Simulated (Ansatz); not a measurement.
# Converging the plane-wave cutoff: WC (P3m1, 2 atoms in the cell)

```yaml
crystal:
  lattice:
    - [1.46227, -2.53274, 0.00000]
    - [1.46227, 2.53274, 0.00000]
    - [0.00000, 0.00000, 2.85420]
  atoms:
    - { symbol: W, position: [0.00000, 0.00000, 0.01752] }
    - { symbol: C, position: [0.33333, 0.66667, 0.50000] }
```

Computed with LDA (PW92), default PAW files made with PBE (plane waves; Ansatz, a first-principles code).

Base settings: basis.ecutwfc = 30.9 Ry; kpoints.mp_grid.grid = 13 13 12; hamiltonian.xc = lda; hamiltonian.pseudopotentials = {kind: paw} (the program's default PAW files); scf.occupations.method = gaussian; scf.occupations.width = 0.0073 Ry.

The second cell is the first with its lattice scaled by 0.98.

The mesh stays at the base's, so the ladder's end is converged at best in this setting alone.

The first pressure column holds Ansatz's estimate of the finite-basis (Pulay) stress, which hides part of the cutoff error; the other is without it.

Only quantities that move along the ladder and can be compared are tabulated.

The count of work is k-points × plane waves × bands × iterations; it is no time. 

The starting cell has typed, rounded lattice constants, without a prior relaxation at this level. Its lattice was rescaled by up to half a per cent. One atom was moved a little off its site on purpose. Spin polarisation is off. In the base run, with a pressure of about -16 GPa the cell is away from its equilibrium volume at this level.

Steps (basis.ecutwfc): 10.7 Ry; 12.5 Ry; 14 Ry; 15.4 Ry; 16.9 Ry; 18.4 Ry; 21.7 Ry; 24.6 Ry; 27.9 Ry; 30.9 Ry; 33.8 Ry; 37.1 Ry; 41.5 Ry; 46.3 Ry; 54 Ry; 61.7 Ry; 74.2 Ry.

Problem. What is the coarsest basis.ecutwfc that holds the pressure within 0.1 GPa of the last step, with all finer ones?

Solution. 27.9 Ry, at 0.25 of the last step's count of work; the step before is off by 0.38 GPa.

Problem. What is the coarsest basis.ecutwfc that holds the free energy within 1 meV/atom of the last step, with all finer ones?

Solution. 33.8 Ry, at 0.30 of the last step's count of work; the step before is off by 2.5 meV/atom.

Problem. What is the coarsest basis.ecutwfc that holds the forces within 0.01 eV/Å of the last step, with all finer ones?

Solution. 24.6 Ry, at 0.20 of the last step's count of work; the step before is off by 0.012 eV/Å.

| basis.ecutwfc | free energy less the last step's (meV/atom) | energy of the compressed cell less the first (meV/atom) | pressure (GPa) | pressure without the Pulay estimate (GPa) | largest difference of a force vector from the last step's (eV/Å) | count of work / last |
|---|---|---|---|---|---|---|
| 10.7 Ry | 12825.58 | 78.11 | 3.76 | -543.20 | 0.829 | 0.063 |
| 12.5 Ry | 6311.37 | -35.55 | -22.69 | -339.16 | 0.578 | 0.071 |
| 14 Ry | 3462.56 | -37.27 | -23.79 | -221.89 | 0.196 | 0.094 |
| 15.4 Ry | 1939.88 | -24.12 | -18.52 | -145.60 | 0.058 | 0.094 |
| 16.9 Ry | 1024.99 | -17.41 | -17.29 | -92.41 | 0.122 | 0.11 |
| 18.4 Ry | 537.65 | -20.58 | -16.54 | -60.06 | 0.090 | 0.13 |
| 21.7 Ry | 124.47 | -16.36 | -15.58 | -27.78 | 0.012 | 0.15 |
| 24.6 Ry | 34.49 | -16.65 | -15.87 | -19.56 | 0.001 | 0.20 |
| 27.9 Ry | 8.76 | -17.73 | -16.17 | -17.18 | 0.000 | 0.25 |
| 30.9 Ry | 2.52 | -17.99 | -16.23 | -16.56 | 0.000 | 0.26 |
| 33.8 Ry | 0.80 | -18.02 | -16.24 | -16.33 | 0.000 | 0.30 |
| 37.1 Ry | 0.42 | -18.03 | -16.24 | -16.25 | 0.000 | 0.35 |
| 41.5 Ry | 0.34 | -18.04 | -16.24 | -16.25 | 0.000 | 0.41 |
| 46.3 Ry | 0.20 | -18.05 | -16.24 | -16.26 | 0.000 | 0.49 |
| 54 Ry | 0.06 | -18.07 | -16.25 | -16.25 | 0.000 | 0.61 |
| 61.7 Ry | 0.02 | -18.07 | -16.25 | -16.25 | 0.000 | 0.76 |
| 74.2 Ry | 0.00 | -18.07 | -16.25 | -16.25 | 0.000 | 1.0 |

The energy difference between the two cells stays within 1 meV/atom of the last step's from 27.9 Ry on, the total only from 33.8 Ry on: much of the error is common to both cells and cancels.

At the lowest cutoff the pressure without the Pulay estimate lies 527 GPa under the last step's, the usual sign of Pulay stress in an incomplete plane-wave basis.

Keys are those of Ansatz 0.2.
